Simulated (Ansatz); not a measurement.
# GaSb: pressure series

Start from GaSb in the zinc blende structure (space group F-43m, No. 216; a = 6.132 Å).

Cell and atoms are relaxed at each pressure.

Computed with r2SCAN (Ansatz, a quantum-chemistry and plane-wave program), without spin-orbit coupling.

Notes on the quantities. enthalpy: H = E + PV relative to the base's energy.

```json
[
 {"variant": "base", "lattice parameter a": "6.132 Å", "electron mass": "0.023 mₑ (at Γ)", "enthalpy": "–"},
 {"variant": "pressure −2 GPa", "lattice parameter a": "6.219 Å", "electron mass": "–", "enthalpy": "-0.37 eV/atom"},
 {"variant": "pressure −1 GPa", "lattice parameter a": "[?]", "electron mass": "–", "enthalpy": "-0.18 eV/atom"},
 {"variant": "pressure 0.9 GPa", "lattice parameter a": "6.100 Å", "electron mass": "0.029 mₑ (at Γ)", "enthalpy": "+0.16 eV/atom"},
 {"variant": "pressure 2.1 GPa", "lattice parameter a": "[?]", "electron mass": "0.036 mₑ (at Γ)", "enthalpy": "+0.37 eV/atom"},
 {"variant": "pressure 4.5 GPa", "lattice parameter a": "5.989 Å", "electron mass": "1.7 mₑ along k, 0.092 mₑ across (at L)", "enthalpy": "+0.78 eV/atom"},
 {"variant": "pressure 9 GPa", "lattice parameter a": "5.881 Å", "electron mass": "1.0 mₑ along k, 0.18 mₑ across (off the special points)", "enthalpy": "+1.51 eV/atom"},
 {"variant": "pressure 15 GPa", "lattice parameter a": "[?]", "electron mass": "0.99 mₑ along k, 0.18 mₑ across (off the special points)", "enthalpy": "+2.44 eV/atom"},
 {"variant": "pressure 22.5 GPa", "lattice parameter a": "[?]", "electron mass": "0.98 mₑ along k, 0.17 mₑ across (off the special points)", "enthalpy": "+3.53 eV/atom"},
 {"variant": "pressure 30 GPa", "lattice parameter a": "5.569 Å", "electron mass": "0.98 mₑ along k, 0.17 mₑ across (off the special points)", "enthalpy": "+4.56 eV/atom"}
]
```

What belongs in the blanks?


- pressure −1 GPa, lattice parameter a: 6.173 Å
- pressure 2.1 GPa, lattice parameter a: 6.059 Å
- pressure 15 GPa, lattice parameter a: 5.769 Å
- pressure 22.5 GPa, lattice parameter a: 5.658 Å

Spin-orbit coupling, missing from the scalar runs, can matter with Sb. The levels and masses belong to the bands next to the band gap. Load acts through the strain it causes; cell and atoms are relaxed under it. Effective masses come from finite differences of ±0.01 Å⁻¹. Along k means along the line from Γ to the band edge. Stability against distortions was not tested. Tetrahedral semiconductors of this kind turn to denser phases somewhere between about 1 and 50 GPa; those were not computed, so compressed cells here can lie past the real transition.
